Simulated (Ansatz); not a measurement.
Functionals compared on the (0001) surface of alpha quartz in its 1x1 cell (cut with top plane O, bottom plane O), outermost plane spacing 0.71 Å in the ideal cut, in Ansatz (plane waves, PAW). The structure was relaxed with PBE; the other rows are single points on it, each with its references at the same level. Cutoff 420 eV (500 eV for r2SCAN). Ionisation potential less electron affinity is the bulk band gap; PBE's edges come from a band calculation, the others move with the bulk's levels on the slab's mesh. HSE06 used the coarser mesh 4x4x1.

Set-up: 21 atoms, O14Si7, 12.4 Å thick at the start; mesh 6x6x1; 0.025 eV smearing; dipole correction on; all atoms relaxed; symmetry of the start imposed; no spin, no spin-orbit, no U. These notes are the PBE run's.

A dash marks a value that is undefined for that row or was read on another mesh.

```tsv
functional	surface energy (J/m²)	ionisation potential (eV)	electron affinity (eV)	gap of the slab on its k-mesh (eV)	highest filled level below the top vacuum level (eV)	rough cost of the single point
PBE	2.20	10.07	4.39	3.70	8.37	–
LDA	2.51	10.35	4.90	3.55	8.66	very roughly 60 core-seconds
PBEsol	2.32	10.08	4.50	3.65	8.40	around 70 core-seconds (rough)
RPBE	2.06	9.98	4.08	3.83	8.27	around 60 core-seconds (rough)
r2SCAN	2.48	10.57	4.24	4.28	8.74	roughly 110 core-seconds
HSE06	2.46	11.49	3.98	–	–	around 28 core-minutes (rough)
```

Ansatz is an electronic-structure program.
